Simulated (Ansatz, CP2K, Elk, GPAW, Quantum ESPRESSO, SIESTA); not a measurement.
SiSnPt5 (P1, 7 atoms in the cell) computed with different codes at matched settings

Self-consistent single point, at a second geometry (atoms moved at random). First geometry:

```
CELL_PARAMETERS angstrom
      4.04672     0.00000     0.00000
      0.00000     4.04672     0.00000
      0.00000     0.00000     7.15583
ATOMIC_POSITIONS crystal
  Si 0.00000 0.00000 0.50000
  Sn 0.50000 0.50000 0.00000
  Pt 0.00000 0.50000 0.29555
  Pt 0.00000 0.50000 0.70445
  Pt 0.50000 0.00000 0.29555
  Pt 0.50000 0.00000 0.70445
  Pt 0.00000 0.00000 0.00000
```

Second geometry:
```yaml
crystal:
  lattice:
    - [4.04672, 0.00000, 0.00000]
    - [0.00000, 4.04672, 0.00000]
    - [0.00000, 0.00000, 7.15583]
  atoms:
    - { symbol: Si, position: [0.99379, 0.01229, 0.49305] }
    - { symbol: Sn, position: [0.49724, 0.49892, 0.00046] }
    - { symbol: Pt, position: [0.00891, 0.50013, 0.30124] }
    - { symbol: Pt, position: [0.99825, 0.50675, 0.70531] }
    - { symbol: Pt, position: [0.50151, 0.99870, 0.28708] }
    - { symbol: Pt, position: [0.49865, 0.98404, 0.70279] }
    - { symbol: Pt, position: [0.00165, 0.99916, 0.01007] }
```

Shared settings, as Ansatz (a quantum-chemistry and plane-wave program) writes them: kpoints.mp_grid.grid = 5 5 3; scf.occupations.method = fermi_dirac; scf.occupations.width = 0.05 eV. Potentials and cutoffs stand in the table.

```csv
code,model,ΔF from the first geometry (meV/atom),pressure (GPa),largest force (eV/Å),cutoff
CP2K,"LDA (Pade form), GPW, DZVP-MOLOPT-SR-GTH basis, GTH-PADE potentials (GTH_POTENTIALS)",10.0,-29.20,0.722,grid 500 Ry
GPAW,"LDA (Perdew-Wang 92), GPAW PAW datasets LDA (gpaw-data 1.0.1)",12.5,-15.70,0.703,600 eV
Ansatz,"LDA (PW92), PAW files made with PBE",12.8,-15.72,0.701,420 eV
Elk,"LDA (PW92), all-electron FP-LAPW, Elk's shipped species files, default APW+lo basis",12.7,–,–,rgkmax 7
SIESTA,"LDA PW92, numerical atomic orbitals DZP, PseudoDojo LDA standard norm-conserving potentials (rewritten from UPF to PSML)",14.2,-16.59,0.733,grid 300 Ry
Quantum ESPRESSO,"LDA (PZ), GBRV 1.5 ultrasoft (LDA) pseudopotentials",12.8,-16.55,0.702,40 Ry
```

Size of the force on each atom (eV/Å): Sizes of forces hide their directions.

```
code                Si1    Sn2    Pt3    Pt4    Pt5    Pt6    Pt7
----------------  -----  -----  -----  -----  -----  -----  -----
CP2K              0.526  0.228  0.344  0.516  0.722  0.603  0.470
GPAW              0.703  0.261  0.354  0.434  0.399  0.530  0.607
Ansatz            0.701  0.271  0.329  0.447  0.447  0.549  0.622
SIESTA            0.722  0.276  0.384  0.533  0.463  0.628  0.733
Quantum ESPRESSO  0.702  0.273  0.328  0.448  0.453  0.551  0.624
```

A dash marks a value that a program does not give, or that is left out as unsure.

On Ansatz's run: spin-orbit coupling is off. Spin polarisation is off.

The spread over the programs that give each value: ΔF from the first geometry within 4.2 meV/atom; pressure within 13.50 GPa; largest force within 0.032 eV/Å.

CP2K and SIESTA use small atom-centred bases, whose incompleteness enters pressures, forces and empty levels differently from a plane-wave cutoff. Elk treats all electrons, but the usual bases taken here (sphere radii, linearisation, local orbitals, empty states) were not tested for convergence, so the values are no reference for the others. Ansatz's pressure is given at a fixed set of plane waves, as the other plane-wave codes print theirs; with its correction for the finite basis it is -15.68 GPa. The same LDA comes in different parametrisations, which differ slightly. In the pressure, CP2K (by 13.48) lies more than 1 GPa from the median of the plane-wave programs. In the force vectors, CP2K (by 0.509) and SIESTA (by 0.122) lie more than 0.08 eV/Å from the median of the plane-wave programs.

The starting cell comes from a database of computed structures (which also holds hypothetical and non-ambient phases and stackings), without a prior relaxation at this level. Its lattice was rescaled by a random factor within 2.5 % of one. For this run, on top of that: atoms moved at random.

Keys are those of Ansatz 0.2.
